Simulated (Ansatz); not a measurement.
Pressure series in InSb

Consider InSb in the zinc blende structure (space group F-43m, No. 216; a = 6.5189 Å).

Cell and atoms are relaxed at each pressure.

Calculations: PBEsol (Ansatz, an electronic-structure program), no SOC.

```tsv
variant	density	band gap
base	5.67 g/cm³	zero
pressure −2 GPa	5.38 g/cm³	zero
pressure −1 GPa	5.53 g/cm³	zero
pressure 0.9 GPa	5.79 g/cm³	zero
pressure 2.1 GPa	5.93 g/cm³	zero
pressure 4.5 GPa	6.18 g/cm³	0.12 eV
pressure 9 GPa	6.57 g/cm³	0.49 eV
pressure 15 GPa	7.01 g/cm³	0.81 eV
pressure 22.5 GPa	7.46 g/cm³	0.66 eV
pressure 30 GPa	7.84 g/cm³	0.53 eV
```

With Sb present, leaving out spin-orbit coupling can change the band edges. Load acts through the strain it causes; cell and atoms are relaxed under it. Whether these cells are dynamically stable was not tested. Tetrahedral semiconductors of this kind turn to denser phases somewhere between about 1 and 50 GPa; those were not computed, so compressed cells here can lie past the real transition. The final runs are not spin-polarised. The zero or small gap of InSb can change with the level of theory.
